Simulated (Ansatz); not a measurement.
**Several settings converged on Tc (P6_3/mmc, 2 atoms in the cell)**

```
Tc
1.0
    1.36315    -2.36104     0.00000
    1.36315     2.36104     0.00000
    0.00000     0.00000     4.36805
Tc
2
Cartesian
  1.36315   0.78702   1.09201
  1.36315  -0.78702   3.27604
```

Base method: PBEsol, default PAW files made with PBE (plane waves; Ansatz, a quantum-chemistry and plane-wave program).

Base settings: basis.ecutwfc = 500 eV; kpoints.mp_grid.grid = 14 14 8; hamiltonian.xc = pbesol; hamiltonian.pseudopotentials = {kind: paw} (the program's default PAW files); scf.occupations.method = gaussian; scf.occupations.width = 0.1 eV.

The count of work is k-points × plane waves × bands × iterations; it is no time. 

**The force threshold of a relaxation**

On Tc (P-3m1, 2 atoms in the cell): one atom moved by 0.15 angstrom.

In this ladder: relax = atoms.

The mesh stays at the base's, so the ladder's end is converged at best in this setting alone.

Only quantities that move along the ladder and can be compared are tabulated.

| relax.f_tol | free energy less the last step's (meV/atom) | largest force left (eV/Å) | relaxation steps |
|---|---|---|---|
| 0.2 eV/Å | 1.11 | 0.0950 | 3 |
| 0.1 eV/Å | 1.11 | 0.0950 | 3 |
| 0.05 eV/Å | 0.00 | 0.0034 | 4 |
| 0.03 eV/Å | 0.00 | 0.0034 | 4 |
| 0.02 eV/Å | 0.00 | 0.0034 | 5 |
| 0.01 eV/Å | 0.00 | 0.0034 | 5 |
| 0.005 eV/Å | 0.00 | 0.0034 | 5 |
| 0.002 eV/Å | 0.00 | 0.0004 | 6 |
| 0.001 eV/Å | 0.00 | 0.0003 | 6 |

Coarsest relax.f_tol that holds the largest force left within 0.02 eV/Å of the last step, with all finer ones: 0.05 eV/Å; the step before is off by 0.095 eV/Å.

Coarsest relax.f_tol that holds the free energy within 0.2 meV/atom of the last step, with all finer ones: 0.05 eV/Å; the step before is off by 1.1 meV/atom.

Two neighbours can agree and both be off: 0.2 eV/Å and 0.1 eV/Å differ by 0.00 meV/atom in the free energy, yet lie about 1.1 meV/atom from the last step.

**The size of a vacancy's supercell**

On Tc (P6_3/mmc, 4 atoms in the cell), and larger cells.

Steps: 2 x 1 x 1 supercell, one Tc atom taken out, nothing relaxed; 2 x 2 x 1 supercell, one Tc atom taken out, nothing relaxed; and so on, with the mesh thinned in proportion.

Only quantities that move along the ladder and can be compared are tabulated.

```csv
atoms,unrelaxed vacancy energy (eV),count of work / last
4,2.975,0.13
8,3.207,0.13
16,3.451,0.31
36,3.231,1.0
```

Smallest size that holds the unrelaxed vacancy energy within 0.1 eV: not settled: the last two steps still differ by 0.22 eV, over half the tolerance, so the ladder does not show it.

On the base run: the starting cell has typed, rounded lattice constants, without a prior relaxation at this level. Its lattice was rescaled by up to half a per cent. Spin polarisation is off.

Keys are those of Ansatz 0.2.
